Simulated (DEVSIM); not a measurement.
Device: Cr/SiO2/n-Ge capacitor, at 300 K.

Layer 1 from the left is SiO2, thickness (nm) 51.0. Layer 2 from the left is Ge, thickness (nm) 570, Nd (cm⁻³) 5.5e16.

Metal gate on the left, work function 4.5 eV. Fixed charge at the semiconductor interface 0 cm⁻² (in units of +e); no interface traps.

Constants are typed, rounded textbook-type inputs, not results; the design itself was drawn at random and stands for no fabricated device. Values at 300 K.

SiO2: gap (eV) 9, affinity (eV) 0.9, permittivity 3.9. Ge: gap (eV) 0.664, affinity (eV) 4, permittivity 16, Nc (cm⁻³) 1.04e19, Nv (cm⁻³) 6e18.

DEVSIM, 1D Poisson equation in equilibrium, Boltzmann statistics, complete ionisation; no quantum confinement or tunnelling. Metal contacts follow the ideal Schottky-Mott rule: no Fermi-level pinning, no interface dipoles.

Problem. What does the simulation give for the flat-band voltage, the minimum of the low-frequency capacitance?

Solution. flat-band voltage 0.36 V; minimum of the low-frequency capacitance 0.0481 μF/cm².
